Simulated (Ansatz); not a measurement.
**A computed series for Ti3Al: element substitutions**

Base system: Ti$_{3}$Al (space group P6_3/mmc, No. 194; a = 5.688 Å, c = 4.608 Å).

Each row replaces one element on all its sites; cell and atoms are relaxed.

All numbers come from PBEsol in Ansatz (plane waves to 420 eV, PAW, no SOC).

```json
[
 {"change": "base", "shortest interatomic distance": "2.792 Å", "c/a ratio": "0.810", "density": "4.39 g/cm³"},
 {"change": "Al → Y", "shortest interatomic distance": "2.837 Å", "c/a ratio": "0.762", "density": "4.84 g/cm³"},
 {"change": "Al → Mg", "shortest interatomic distance": "2.883 Å", "c/a ratio": "0.803", "density": "4.00 g/cm³"},
 {"change": "Al → Ga", "shortest interatomic distance": "2.752 Å", "c/a ratio": "0.817", "density": "5.63 g/cm³"}
]
```

No phonon test of stability was made. As relaxed here, YTi3 is a hypothetical phase, not in the database extracts checked. For MgTi3 in this form, whether it has been made was not checked. The final runs are not spin-polarised. MgTi3 has a high density of states at the Fermi level and may be magnetic at this level.

Ansatz is a first-principles code.
